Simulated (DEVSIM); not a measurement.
Structure: illuminated Si n-on-p cell, one wavelength, with a back-surface field, at 300 K.

Layer 1 from the left is Si, thickness (μm) 0.0580, Nd (cm⁻³) 5.4e17, τn (s) 2.4e-7, τp (s) 1.7e-6, absorption coefficient (cm⁻¹) 25000. Layer 2 from the left is Si, thickness (μm) 64.0, Na (cm⁻³) 2.6e15, τn (s) 2.4e-6, τp (s) 2.4e-6, absorption coefficient (cm⁻¹) 25000. Layer 3 from the left is Si, thickness (μm) 0.170, Na (cm⁻³) 7.1e18, τn (s) 2.4e-6, τp (s) 2.4e-6, absorption coefficient (cm⁻¹) 25000.

Left contact: ohmic, minority hole recombination velocity 5e6 cm/s. Right contact: ohmic, minority electron recombination velocity 40000 cm/s. Voltage is applied to the left contact. Recombination: SRH at mid-gap, radiative, Auger. Gap narrowing is on: ΔEg = 6.92 meV × (l + √(l² + 0.5)), l = ln(N/1.3e17 cm⁻³), shared equally by both band edges. Light enters at the left, 3.4e16 photons cm⁻² s⁻¹, one pass, no reflection. Mobility is constant in doping.

Constants are typed, rounded textbook-type inputs, not results; the design itself was drawn at random and stands for no fabricated device. Values at 300 K.

Si: gap (eV) 1.124, affinity (eV) 4.05, permittivity 11.7, Nc (cm⁻³) 2.86e19, Nv (cm⁻³) 3.1e19, μn (cm²/Vs) 1417, μp (cm²/Vs) 470, B (cm³/s) 4.7e-15, Cn (cm⁶/s) 2.8e-31, Cp (cm⁶/s) 9.9e-32.

Simulated with DEVSIM: 1D drift-diffusion, Boltzmann statistics, complete ionisation; no tunnelling, impact ionisation, image-force lowering or self-heating.

Dark forward current:

| |V| (V) | |J| (A/cm²) |
|---|---|
| 0.05 | 4.486e-9 |
| 0.10 | 1.942e-8 |
| 0.15 | 8.305e-8 |
| 0.20 | 4.148e-7 |
| 0.25 | 2.405e-6 |
| 0.30 | 1.529e-5 |
| 0.35 | 0.0001017 |
| 0.40 | 0.0006905 |
| 0.45 | 0.004707 |
| 0.50 | 0.03138 |
| 0.55 | 0.1828 |
| 0.60 | 0.7372 |
| 0.65 | 2.091 |
| 0.70 | 5.324 |
| 0.75 | 13.67 |
| 0.80 | 34.67 |
| 0.85 | 81.14 |
| 0.90 | 167.9 |
| 0.95 | 307.7 |
| 1.00 | 509.4 |
| 1.05 | 779.0 |
| 1.10 | 1121 |
| 1.15 | 1536 |
| 1.20 | 2028 |

Question: Work out the local ideality factor n = ΔV / (kT/q · ln(J2/J1)) between the rows 0.15 and 0.20 V, 0.40 and 0.45 V, 1.15 and 1.20 V.

Answer: kT/q = 25.85 mV. From 0.15 to 0.20 V: ln(4.148e-7/8.305e-8) = 1.608, n = 1.20. From 0.40 to 0.45 V: ln(0.004707/0.0006905) = 1.919, n = 1.01, near the 1 of diffusion or emission over a barrier. From 1.15 to 1.20 V: ln(2028/1536) = 0.278, n = 6.96.

Question: What current could the absorbed light give at most, and what share is collected?

Answer: Σ αd = 161, so qΦ(1 − exp(−Σ αd)) = 5.45 mA/cm². The simulated short-circuit current is 5.173 mA/cm², a share of 0.95.

Question: Estimate the open-circuit voltage by superposition: the voltage at which the dark current equals that short-circuit current.

Answer: Interpolating ln J in the table gives 0.452 V. The simulation gives 0.452 V, the same within the digits that matter. Superposition holds where collection doesn't change with voltage.

Question: Estimate the fill factor from FF0 = (v − ln(v + 0.72))/(v + 1), v = qVoc/(nkT), with n from the dark curve.

Answer: The rows about Voc, 0.45 and 0.50 V, give n = 1.02, so v = 17.1 and FF0 = 0.786. The simulation gives 0.786, the same within the digits that matter.
